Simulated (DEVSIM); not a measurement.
System: CdS/CdTe n-p heterojunction, at 300 K.

| layer (left to right) | material | thickness (μm) | Nd (cm⁻³) | Na (cm⁻³) | τn (s) | τp (s) |
|---|---|---|---|---|---|---|
| 1 | CdS | 0.100 | 3.8e17 | - | 3.6e-10 | 3.6e-10 |
| 2 | CdTe | 3.90 | - | 4.5e15 | 3.6e-10 | 3.6e-10 |

Left contact: ohmic. Right contact: ohmic. Voltage is applied to the left contact. Recombination: SRH at mid-gap, Auger. Mobility is μmin + (μ − μmin)/(1 + (N/Nref)^α).

This is a model device: material constants are rounded textbook-type values typed into the input, and sizes, dopings and lifetimes were drawn at random. Values at 300 K.

| parameter | CdS | CdTe |
|---|---|---|
| gap (eV) | 2.4 | 1.5 |
| affinity (eV) | 4.3 | 4.28 |
| permittivity | 9 | 10.2 |
| Nc (cm⁻³) | 2.2e18 | 8e17 |
| Nv (cm⁻³) | 1.8e19 | 1.8e19 |
| μn (cm²/Vs) | 300 | 1000 |
| μp (cm²/Vs) | 25 | 80 |
| μn,min | 30 | 100 |
| μp,min | 3 | 10 |
| Nref,n | 1e17 | 1e17 |
| Nref,p | 1e17 | 1e17 |
| αn | 0.6 | 0.6 |
| αp | 0.6 | 0.6 |
| Cn (cm⁶/s) | 1e-30 | 1e-30 |
| Cp (cm⁶/s) | 1e-30 | 1e-30 |

Simulated with DEVSIM: 1D drift-diffusion, Boltzmann statistics, complete ionisation; no tunnelling, impact ionisation, image-force lowering or self-heating. Band offsets follow the typed affinities; no thermionic-emission limit at abrupt steps, no polarisation charge.

The thickness of layer 2 was swept, all else fixed.

```tsv
thickness of layer 2 (μm)	dark forward voltage at 1 A/cm² (V)
0.78	0.990
1.4	0.999
2.3	1.002
3.9	1.006
6.6	___
12	1.024
20	1.039
```

Problem. Complete the blanks.

Solution. 
- 6.6, dark forward voltage at 1 A/cm² (V): 1.012
